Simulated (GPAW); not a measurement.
A self-consistent single point of AlAg2 (Cmcm, 6 atoms in the cell) with GPAW.

Level of theory: PBEsol, GPAW PAW datasets PBEsol (made by gpaw-setup) (plane waves; GPAW).

The change in words: lattice scaled by 0.98. Reference geometry:
```
CELL_PARAMETERS angstrom
      4.38055    -2.48456     0.00000
      4.38055     2.48456     0.00000
      0.00000     0.00000     4.61145
ATOMIC_POSITIONS crystal
  Al 0.82247 0.17753 0.75000
  Al 0.17753 0.82247 0.25000
  Ag 0.47566 0.84634 0.75000
  Ag 0.52434 0.15366 0.25000
  Ag 0.84634 0.47566 0.25000
  Ag 0.15366 0.52434 0.75000
```

Reference input (self-consistent single point, DFT PBEsol, plane waves, GPAW PAW datasets PBEsol (made by gpaw-setup)): mode = pw; ecut = 550 eV; xc = PBEsol; kpts = 6 6 5; mesh shift (steps) = 0 0 0; occupations.name = fermi-dirac; occupations.width = 0.1 eV; nbands = -12; convergence.density = 1e-05 e/electron; convergence.energy = 1e-05 eV/electron; symmetry.symmorphic = false; symmetry.tolerance = 0.0005. This run's input differs from it in these lines:

```diff
@@ -5,11 +5,11 @@
 atoms = Atoms(['Al', 'Al', 'Ag', 'Ag', 'Ag', 'Ag'],
-              cell=[[4.380551, -2.484557, 0.000000],
-                    [4.380551, 2.484557, 0.000000],
-                    [0.000000, 0.000000, 4.611452]],
-              positions=[[4.380551, -1.602390, 3.458589],
-                         [4.380551, 1.602390, 1.152863],
-                         [5.791088, 0.920976, 3.458589],
-                         [2.970014, -0.920976, 1.152863],
-                         [5.791088, -0.920976, 1.152863],
-                         [2.970014, 0.920976, 3.458589]],
+              cell=[[4.292940, -2.434866, 0.000000],
+                    [4.292940, 2.434866, 0.000000],
+                    [0.000000, 0.000000, 4.519223]],
+              positions=[[4.292940, -1.570342, 3.389417],
+                         [4.292940, 1.570342, 1.129806],
+                         [5.675267, 0.902556, 3.389417],
+                         [2.910613, -0.902556, 1.129806],
+                         [5.675267, -0.902556, 1.129806],
+                         [2.910613, 0.902556, 3.389417]],
               pbc=True)
```

Log, with long lists cut:

```
     iter     time        total  log10-change:
                         energy   eigst   dens
iter:   1 --:--:--   -25.527133
iter:   2 --:--:--   -24.724335   -2.00  -1.31
iter:   3 --:--:--   -23.068043   -1.31  -1.35
iter:   4 --:--:--   -22.753810   -2.62  -1.82
iter:   5 --:--:--   -22.739642   -2.67  -1.77
iter:   6 --:--:--   -22.793119   -2.43  -2.21
iter:   7 --:--:--   -22.675926   -2.97  -2.17
iter:   8 --:--:--   -22.679413   -4.81  -3.16
iter:   9 --:--:--   -22.675828   -4.45  -2.88
iter:  10 --:--:--   -22.675679   -5.41  -3.45
iter:  11 --:--:--   -22.675681c  -6.87  -3.97
iter:  12 --:--:--   -22.675686c  -6.97  -4.00
iter:  13 --:--:--   -22.675686c  -7.60c -4.00
iter:  14 --:--:--   -22.675686c  -7.80c -4.04
iter:  15 --:--:--   -22.675686c  -7.54c -4.12
iter:  16 --:--:--   -22.675679c  -7.35  -4.23
iter:  17 --:--:--   -22.675678c  -8.51c -4.42
iter:  18 --:--:--   -22.675676c  -8.45c -4.47
iter:  19 --:--:--   -22.675675c  -8.05c -4.55
iter:  20 --:--:--   -22.675675c  -9.12c -4.81
iter:  21 --:--:--   -22.675675c  -8.64c -4.85
iter:  22 --:--:--   -22.675675c  -9.54c -5.40c
Converged after 22 iterations.

Dipole moment: (-0.000000, -0.000000, -0.000000) |e|*Ang

Energy contributions relative to reference atoms: (reference = -591296.125762)

Kinetic:         -4.556506
Potential:       +3.098725
External:        +0.000000
XC:             -22.086598
Entropy (-ST):   -0.032925
Local:           +0.885166
SIC:             +0.000000
--------------------------
Free energy:    -22.692137
Extrapolated:   -22.675675

Showing only first 2 kpts
 Kpt  Band  Eigenvalues  Occupancy
  0    35      8.51039    1.99261
  0    36      9.48990    0.02962
  0    37      9.64600    0.00629
  0    38      9.96829    0.00025

  1    35      8.81481    1.85558
  1    36      9.90389    0.00048
  1    37      9.99130    0.00020
  1    38     10.60966    0.00000

Fermi level: 9.07013

No gap
   [... lines left out ...]
  0 Al    0.00000    0.17013    0.00000
  1 Al    0.00000   -0.17013    0.00000
  2 Ag    0.03494   -0.01631   -0.00000
  3 Ag   -0.03494    0.01631    0.00000
  4 Ag    0.03494    0.01631    0.00000
  5 Ag   -0.03494   -0.01631   -0.00000

Stress tensor:
    -0.015239     0.000000     0.000000
     0.000000    -0.015542     0.000000
     0.000000     0.000000    -0.018444
Stress (GPa, Voigt): [-2.4416 -2.4901 -2.955   0.      0.      0.    ]
```

The run converged in 22 iterations. GPAW prints stress with tension positive. Against the reference run the free energy falls by 6.0 meV/atom, the pressure goes from -4.18 to 2.63 GPa and the largest force goes from 0.164 to 0.170 eV/Å.

The starting cell comes from a database of computed structures (which also holds hypothetical and non-ambient phases and stackings), without a prior relaxation at this level. Its lattice was rescaled by a random factor within 2.5 % of one. For this run, on top of that: lattice scaled by 0.98.

Cost on one core of a shared machine: roughly 3 min.
